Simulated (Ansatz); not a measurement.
Consider HfSi$_{2}$ (space group Cmcm, No. 63; a = 3.6828 Å, b = 14.5980 Å, c = 3.6582 Å). Axes: x, y, z lie along a, b, c of the conventional cell.

Calculations: PBE in Ansatz (plane waves to 420 eV, PAW, spin-orbit coupling left out).

Before the change:

The pressure is 0.0 GPa. The volume per atom is 16.39 Å³.

Now apply this change: biaxial strain −3.92 %, plane normal [001], relaxed out of plane (Cartesian); in-plane vectors clamped, the third vector and the atoms free.

What does the calculation give for the pressure after the change?

The pressure (mean of the normal stresses, compression positive) goes from zero to 6.9 GPa.

What happens to the energy relative to the base?

The energy goes up by 40 meV/atom.

What does the calculation give for the volume per atom after the change?

The volume per atom drops by 0.86 Å³, from 16.39 Å³ to 15.53 Å³.

Without a gap, meshes like the base's 13×13×13 leave anisotropic stresses uncertain by several tenths of a GPa, and small strain energies with them. Stability against distortions was not tested. The final runs are not spin-polarised.

Ansatz is a first-principles code.
